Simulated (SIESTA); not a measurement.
A self-consistent single point of SrAl2 (Imm2, 6 atoms in the cell) with SIESTA.

Method: GGA PBEsol, numerical atomic orbitals TZP, PseudoDojo PBEsol standard norm-conserving potentials (rewritten from UPF to PSML) (SIESTA).

```yaml
crystal:
  lattice:
    - [-2.39199, 3.94112, 3.93289]
    - [2.39199, -3.94112, 3.93289]
    - [2.39199, 3.94112, -3.93289]
  atoms:
    - { symbol: Sr, position: [0.30669, 0.55669, 0.75000] }
    - { symbol: Sr, position: [0.69967, 0.44967, 0.25000] }
    - { symbol: Al, position: [0.27083, 0.83937, 0.43146] }
    - { symbol: Al, position: [0.72917, 0.16063, 0.56854] }
    - { symbol: Al, position: [0.90791, 0.83937, 0.06854] }
    - { symbol: Al, position: [0.09209, 0.16063, 0.93146] }
```

Reference input (self-consistent single point, DFT, GGA PBEsol, numerical atomic orbitals TZP, PseudoDojo PBEsol standard norm-conserving potentials (rewritten from UPF to PSML)): XC.functional = GGA; XC.authors = PBEsol; potentials = PseudoDojo PBEsol standard; PAO.BasisSize = TZP; PAO.EnergyShift = 0.01 Ry; MeshCutoff = 300 Ry; kgrid.MonkhorstPack = 4 4 4; OccupationFunction = MP; OccupationMPOrder = 0; ElectronicTemperature = 1160.45 K; MaxSCFIterations = 150; SCF.Mixer.Method = Pulay. This run's input differs from it in these lines:

```diff
@@ -32,5 +32,5 @@
 %block kgrid.MonkhorstPack
-    4   0   0  0.0
-    0   4   0  0.0
-    0   0   4  0.0
+    7   0   0  0.0
+    0   7   0  0.0
+    0   0   7  0.0
 %endblock kgrid.MonkhorstPack
@@ -38,3 +38,3 @@
 OccupationMPOrder            0
-ElectronicTemperature        1160.45 K
+ElectronicTemperature        232.09 K
```

The program printed (abridged):

```
        iscf     Eharris(eV)        E_KS(eV)     FreeEng(eV)     dDmax    Ef(eV) dHmax(eV)
   scf:    1    -2091.493263    -2110.298351    -2110.298574  1.778180 -4.369763  3.863487
   scf:    2    -2110.914293    -2110.618163    -2110.618380  0.051783 -4.286522  3.202849
   scf:    3    -2111.352758    -2111.107592    -2111.107658  0.174343 -4.115191  1.003374
   scf:    4    -2111.109739    -2111.135583    -2111.135774  0.032936 -4.100951  0.404936
   scf:    5    -2111.127904    -2111.152843    -2111.153110  0.056913 -4.084439  0.123443
   [... 3 lines left out ...]
   scf:    9    -2111.162398    -2111.162403    -2111.162643  0.001173 -4.088995  0.002243
   scf:   10    -2111.162407    -2111.162407    -2111.162646  0.000717 -4.089125  0.000634
   scf:   11    -2111.162407    -2111.162407    -2111.162646  0.000107 -4.089136  0.000117
   scf:   12    -2111.162407    -2111.162407    -2111.162646  0.000010 -4.089133  0.000100
SCF Convergence by DM+H criterion
max |DM_out - DM_in|         :     0.0000096695
max |H_out - H_in|      (eV) :     0.0000995350
SCF cycle converged after 12 iterations

Using DM_out to compute the final energy and forces

siesta: E_KS(eV) =            -2111.1624

siesta: E_KS - E_eggbox =     -2111.1624

siesta: Atomic forces (eV/Ang):
     1    0.000109    0.000216   -0.021732
     2    0.000144   -0.000165   -0.209901
     3    0.000175    0.066453    0.006844
     4   -0.000167   -0.113826    0.108873
     5    0.000157   -0.066069    0.007087
     6   -0.000158    0.113367    0.108584
   Tot    0.000260   -0.000025   -0.000245
   Max    0.209901
   Res    0.075594    sqrt( Sum f_i^2 / 3N )
   Max    0.209901    constrained

   [... lines left out ...]
siesta: FreeEng =     -2111.162646
siesta: Cell volume =        148.303252 Ang**3
siesta:          35.63455488         39.36127075  kBar
   [... lines left out ...]
             -0.559   0.968   0.879   0.893   0.054   0.062   0.066   0.067

              0.071

mulliken: Qtot =       32.000

Mulliken Atomic Populations:
Atom #   charge [q] valence [e]  Species
     1     1.053420    8.946580  Sr
     2     1.080108    8.919892  Sr
     3    -0.536650    3.536650  Al
     4    -0.530118    3.530118  Al
     5    -0.536657    3.536657  Al
     6    -0.530102    3.530102  Al
 Total     0.000000
```

The run converged in 12 iterations. Against the reference run the free energy rises by 7.3 meV/atom, the pressure stays near 3.56 GPa while the xx stress (positive for compression) goes from 4.38 to 3.26 GPa and the largest force goes from 0.186 to 0.210 eV/Å.

The starting cell comes from a database of computed structures (which also holds hypothetical and non-ambient phases and stackings), without a prior relaxation at this level. Its lattice was rescaled by up to half a per cent. One atom was moved a little off its site on purpose. Values carry the incompleteness of an atom-centred basis. With a pressure of about 4 GPa the cell is away from its equilibrium volume at this level.

Cost on one core of a shared machine: roughly 4 min.
